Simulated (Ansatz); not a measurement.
Bond-angle distributions (per cent of the angles at each element, bins of 10°) of a relaxed model of amorphous Hf₃₆O₇₀ at 8.40 g/cm³. These are PBE, scalar-relativistic without spin-orbit coupling (plane waves to 420 eV, PAW; Ansatz, a program for electronic structure) values and carry that method's errors. The usual formal charges leave 4 electrons over, so the level spacing at the Fermi energy parts defect or band states and needn't be the band gap.

The cell was made by melting and quenching with the CHGNet potential and then relaxed with DFT. O atoms were pushed apart under 1.9 Å during the dynamics, to hinder bonds among them. The hot cell started wider than the set density and was brought back towards it in steps. It is the lowest in DFT energy of 4 quenches. It is a model cell: composition and starting density were chosen by hand, and all elements were melted together. No dispersion term was used. Its density started from a set value of 8.40 and ended at 8.40 g/cm³. The simulated quench (nominally 120 K/ps over its main leg) is rapid and tends to freeze in more defects than a deposited or slowly cooled glass has. Values belong to this one cell and scatter from quench to quench. The volume was held where the preparation left it and the shape relaxed, at a PBE pressure of -2.1 GPa (tension). Stress components on the final sampling reach 2.1 GPa.

Neighbours within Hf-Hf 3.34 Å, Hf-O 2.62 Å, O-O 1.58 Å count as bonded. Two cations that share two anions don't count as bonded, nor two that share one unless they lie closer than Hf-Hf 3.25 Å.

| angle (°) | at Hf | at O |
|---|---|---|
| 50-60 | 0 | 0 |
| 60-70 | 3 | 0 |
| 70-80 | 22 | 0 |
| 80-90 | 17 | 3 |
| 90-100 | 16 | 17 |
| 100-110 | 8 | 33 |
| 110-120 | 6 | 11 |
| 120-130 | 6 | 12 |
| 130-140 | 4 | 12 |
| 140-150 | 7 | 8 |
| 150-160 | 4 | 4 |
| 160-170 | 4 | 0 |
| 170-180 | 1 | 0 |

They go with these counts of neighbours within the cut-offs, cation contacts included: Hf mean 5.9, most often 6; O mean 3.1, most often 3.
